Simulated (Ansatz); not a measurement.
A periodic model of amorphous In₉Ga₉Zn₉O₃₅F:

```xyz
63
Lattice="9.3624 0.1418 0.2245 0.1418 9.2212 0.0359 0.2245 0.0359 9.4424" Properties=species:S:1:pos:R:3 pbc="T T T"
In     2.5218     1.9343     4.9469
In     2.0245     3.4703     0.7780
In     4.0642     3.6031     7.3298
In     3.4694     4.5472     3.5702
In     8.6790     7.3944     6.2647
In     3.6536     0.6005     8.7638
In     6.7541     9.1395     1.4185
In     2.2141     7.8851     4.7358
In     8.3473     6.0425     9.5624
Ga     0.8114     8.6937     1.2017
Ga     5.5827     7.3859     8.0627
Ga     8.0884     3.5271     2.5918
Ga     8.4670     2.6432     9.2526
Ga     6.8545     1.0334     7.2784
Ga     0.8531     0.5835     7.2493
Ga     3.4261     0.5764     2.5485
Ga     6.3213     6.0043     2.9632
Ga     8.6453     1.0807     4.1778
Zn     6.2549     2.8884     4.7071
Zn     5.4418     3.4242     0.9710
Zn     3.4899     6.7208     1.3687
Zn     7.0164     4.4767     7.3455
Zn     5.7985     8.7274     4.8031
Zn     5.2372     6.0079     5.6147
Zn     2.1619     6.6629     8.2515
Zn     0.7882     4.0852     6.9553
Zn     0.4330     6.0826     2.5856
O      6.5202     7.4079     6.2063
O      6.9596     0.9401     5.0690
O      2.1097     5.1939     2.0438
O      8.6706     2.9307     4.1938
O      0.8854     0.5802     4.9241
O      4.1687     3.2924     5.1350
O      2.3429     8.3172     2.3068
O      0.3480     6.9873     4.2512
O      6.2454     7.8389     3.0668
O      2.6445     1.5916     7.0391
O      6.1849     2.7964     6.8734
O      1.5626     7.8657     6.8266
O      6.8273     7.4373     9.4891
O      9.3550     3.1403     1.2089
O      1.5027     0.5384     9.1864
O      4.5519     0.3702     1.1642
O      3.7564     0.1502     4.3582
O      3.6026     6.3392     4.6547
O      2.2335     4.6511     8.2029
O      4.0853     2.8438     9.3531
O      6.3651     4.9226     4.4704
O      9.3493     2.5231     7.6397
O      7.2003     1.3293     9.2555
O      8.6869     5.5947     7.4225
O      5.4003     9.2595     7.5816
O      8.5759     9.2057     7.3119
O      2.7327     2.3491     2.7164
O      7.2984     4.1652     9.3466
O      8.0288     5.4348     2.2617
O      6.4222     2.6800     2.4751
O      3.8248     7.4929     8.9814
O      0.4935     6.9405     0.5233
O      4.8339     5.3124     1.9731
O      5.2384     5.4695     7.5283
O      8.5847     0.2642     2.4027
F      1.5852     3.9730     5.1350
```

Level of theory: PBE, scalar-relativistic without spin-orbit coupling (plane waves to 420 eV, PAW; Ansatz, a program for electronic structure). The usual formal charges leave 1 electrons over, so the level spacing at the Fermi energy parts defect or band states and needn't be the band gap.

A CHGNet melt-quench gave the starting glass, which DFT then relaxed. O and F atoms were pushed apart under 1.9 Å during the dynamics, to hinder bonds among them. The hot cell started wider than the set density and was brought back towards it in steps. It is the lowest in DFT energy of 2 quenches. It is a model cell: composition and starting density were chosen by hand, and all elements were melted together. No dispersion term was used. Its density started from a set value of 5.90 and ended at 5.77 g/cm³. The simulated quench (nominally 260 K/ps over its main leg) is rapid and tends to freeze in more defects than a deposited or slowly cooled glass has. Values belong to this one cell and scatter from quench to quench. Volume and shape were free in the relaxation. On a 2×2×2 Γ-centred mesh force components of up to 0.15 eV/Å stay, since the relaxation ran on the zone centre alone.

Bonds are counted up to In-In 3.12 Å, In-Ga 2.90 Å, In-Zn 2.90 Å, In-O 2.66 Å, In-F 2.39 Å, Ga-Ga 2.68 Å, Ga-Zn 2.68 Å, Ga-O 2.48 Å, Ga-F 2.15 Å, Zn-Zn 2.68 Å, Zn-O 2.60 Å, Zn-F 2.15 Å, O-O 1.58 Å, O-F 1.48 Å, F-F 1.37 Å. Two cations that share two anions don't count as bonded, nor two that share one unless they lie closer than In-In 3.04 Å, In-Ga 2.82 Å, In-Zn 2.82 Å, Ga-Ga 2.61 Å, Ga-Zn 2.61 Å, Zn-Zn 2.61 Å.

Question: Give the coordination numbers, mean bond lengths and angles.

Answer: 
- Mean coordination of In by anions: 5.44 (5 with 5, 4 with 6)
- Mean coordination of Ga by anions: 4.44 (6 with 4, 2 with 5, 1 with 6)
- Mean coordination of Zn by anions: 4.22 (8 with 4, 1 with 6)
- Mean coordination of O: 3.57 (15 with 3, 20 with 4)
- Mean coordination of F: 2.00 (1 with 2)
- Mean In-O bond: 2.210 Å (spread 0.109 Å, 48 counted)
- Mean Ga-O bond: 1.940 Å (spread 0.104 Å, 40 counted)
- Mean Zn-O bond: 2.055 Å (spread 0.119 Å, 37 counted)
- Bond angle at In: mean 105.6°, spread 29.2°
- Bond angle at Ga: mean 107.6°, spread 20.4°
- Bond angle at Zn: mean 107.8°, spread 20.5°
- Bond angle at O: mean 111.0°, spread 15.0°

Question: List the pairs of like atoms that count as bonded by the rules above.

Answer: There are none by these rules.

Question: What Bader charges do the atoms carry, from a run on the zone centre alone?

Answer: Means (range): In +1.81 e (+1.78 to +1.86), Ga +1.81 e (+1.77 to +1.86), Zn +1.23 e (+1.17 to +1.28), O -1.23 e (-1.26 to -1.17), F -0.76 e (-0.76 to -0.76).
```
atom  charge (e)
----  ----------
In1        +1.84
In2        +1.78
In3        +1.78
In4        +1.80
In5        +1.80
In6        +1.83
In7        +1.86
In8        +1.84
In9        +1.79
Ga10       +1.79
Ga11       +1.83
Ga12       +1.79
Ga13       +1.79
Ga14       +1.86
Ga15       +1.85
Ga16       +1.77
Ga17       +1.79
Ga18       +1.80
Zn19       +1.28
Zn20       +1.24
Zn21       +1.23
Zn22       +1.22
Zn23       +1.25
Zn24       +1.17
Zn25       +1.21
Zn26       +1.26
Zn27       +1.24
O28        -1.22
O29        -1.23
O30        -1.20
O31        -1.21
O32        -1.23
O33        -1.17
O34        -1.26
O35        -1.20
O36        -1.23
O37        -1.24
O38        -1.21
O39        -1.23
O40        -1.25
O41        -1.24
O42        -1.24
O43        -1.22
O44        -1.23
O45        -1.22
O46        -1.21
O47        -1.18
O48        -1.24
O49        -1.24
O50        -1.23
O51        -1.21
O52        -1.23
O53        -1.21
O54        -1.25
O55        -1.24
O56        -1.25
O57        -1.23
O58        -1.22
O59        -1.24
O60        -1.22
O61        -1.23
O62        -1.23
F63        -0.76
```
